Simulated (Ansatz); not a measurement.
NaCNO (R3m), PBEsol, rigid bands (Ansatz, a program for electronic structure): N_v = 4.31e20 cm⁻³ at 300 K and a hole conductivity mass of 3.89 mₑ along y (a = (1.81, 1.04, 5.02) Å; b = (-1.81, 1.04, 5.02) Å; c = (0.00, -2.09, 5.02) Å).

Problem. For 1e16 holes per cm³ at 300 K, place the Fermi level, estimate the Seebeck coefficient of a parabolic band with constant τ, and give mobility and conductivity for τ = 10 fs.

Solution. The level lies k_BT ln(N_v/p) = 0.276 eV above the valence-band maximum. S ≈ +(k_B/e)[ln(N_v/p) + 5/2] = 1135 μV/K, against 1133 μV/K from the full bands (mean over directions). μ = eτ/m = 4.52 cm²/(V·s) and σ = peμ = 0.00724 S/cm. τ is assumed, not computed.

Band transport and this doping are assumed; polarons and phonon drag are left out. Spin-orbit coupling is left out.

Formula and space group known from diffraction (Crystallography Open Database), not checked to be the room-temperature form: NaCNO (R3m).
